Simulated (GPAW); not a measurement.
Convergence study of the k-point mesh for Au (Fm-3m, 1 atom in the cell)

```
CELL_PARAMETERS angstrom
      0.00000     2.03388     2.03388
      2.03388     0.00000     2.03388
      2.03388     2.03388     0.00000
ATOMIC_POSITIONS crystal
  Au 0.00000 0.00000 0.00000
```

Level of theory: PBEsol, GPAW PAW datasets PBEsol (made by gpaw-setup) (plane waves; GPAW).

Base settings: mode = pw; ecut = 600 eV; xc = PBEsol; kpts = 12 12 12; mesh shift (steps) = 0 0 0; occupations.name = fermi-dirac; occupations.width = 0.1 eV; nbands = -7; convergence.forces = 0.001 eV/Å; symmetry.symmorphic = false.

The second cell is the first with its lattice scaled by 0.98.

Only quantities that move along the ladder and can be compared are tabulated.

The count of work is k-points × plane waves × bands × iterations; it is no time. 

The starting cell has typed, rounded lattice constants, without a prior relaxation at this level. Its lattice was rescaled by up to half a per cent. In the base run, with a pressure of about 5 GPa the cell is away from its equilibrium volume at this level.

| kpts | free energy less the last step's (meV/atom) | energy of the compressed cell less the first (meV/atom) | pressure (GPa) | count of work / last |
|---|---|---|---|---|
| 2 2 2 | 3386.11 | 377.38 | 52.02 | 0.0060 |
| 4 4 4 | 209.64 | 91.14 | 7.76 | 0.013 |
| 6 6 6 | 68.06 | 83.69 | 6.48 | 0.028 |
| 8 8 8 | 36.65 | 79.78 | 5.93 | 0.039 |
| 10 10 10 | 18.71 | 75.44 | 5.39 | 0.069 |
| 12 12 12 | 7.25 | 73.70 | 5.07 | 0.11 |
| 13 13 13 | -2.63 | 71.90 | 4.81 | 0.14 |
| 16 16 16 | 0.31 | 73.94 | 5.05 | 0.19 |
| 24 24 24 | -0.21 | 73.39 | 5.02 | 0.60 |
| 30 30 30 | 0.00 | 73.31 | 5.00 | 1.0 |

Coarsest kpts that holds the energy of the compressed cell less the first within 0.5 meV/atom of the last step, with all finer ones: 24 24 24; the step before is off by 0.63 meV/atom.

Coarsest kpts that holds the free energy within 5 meV/atom of the last step, with all finer ones: 13 13 13, at 0.14 of the last step's count of work; the step before is off by 7.3 meV/atom.

Coarsest kpts that holds the pressure within 0.1 GPa of the last step, with all finer ones: 16 16 16, at 0.19 of the last step's count of work; the step before is off by 0.19 GPa.
